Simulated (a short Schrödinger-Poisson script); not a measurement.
**Gated Al0.3Ga0.7As/GaAs modulation-doped gas**

Stack: gated Al0.3Ga0.7As/GaAs modulation-doped gas, at 20 K.

| layer | material | thickness (nm) | Nd (cm⁻³) | Na (cm⁻³) |
|---|---|---|---|---|
| 1 | Al0.3Ga0.7As | 20 | - | - |
| 2 | Al0.3Ga0.7As | 10 | 1.4e18 | - |
| 3 | Al0.3Ga0.7As | 5 | - | - |
| 4 | GaAs | 6000 | - | 2e14 |

Constants are typed, rounded textbook-type inputs, not results; the design itself was drawn at random and stands for no fabricated device. Al0.3Ga0.7As: permittivity 12.05, conduction-band edge (eV) 0.237, gap (eV) 1.798, electron mass (mₑ) 0.0919, Nv at 300 K (cm⁻³) 9e18. GaAs: permittivity 12.9, conduction-band edge (eV) 0, gap (eV) 1.424, Nv at 300 K (cm⁻³) 9e18.

Channel valleys (confinement mass, in-plane density-of-states mass, number): Γ 0.067, 0.067, 1. At the gate the conduction-band edge of layer 1 lies 0.99 eV − eVg above the Fermi level of the channel; the field vanishes at the back. Donor level 0.02 eV below the band edge. The barrier under the gate holds no holes. Gaps are held at their typed values at every temperature. Mesh 0.08 nm at interfaces.

From a short Schrödinger-Poisson script (our own, NumPy): 1D Poisson equation in equilibrium, electrons quantum, Hartree plus LDA exchange-correlation (BenDaniel-Duke, 40 states a valley, the channel's in-plane mass for all, wave functions free to enter the barrier), parabolic valleys, classical holes, donors ionised by Fermi statistics, acceptors fully, no traps, pinning or gate leakage.

```csv
Vg (V),electrons (cm⁻²),in the channel layer,C (μF/cm²),Γ E0 (meV),Γ E1 (meV)
0.5,3.61e11,3.56e11,0.262,-12.9,9.6
0.45,2.79e11,2.76e11,0.260,-10.0,11.1
0.4,1.99e11,1.97e11,0.258,-7.1,12.4
0.35,1.19e11,1.18e11,0.254,-4.1,13.6
0.3,4.09e10,4.07e10,0.243,-0.5,15.1
```

Gate voltages with under 1e6 electrons/cm² are left out.

Subbands count from the Fermi level.
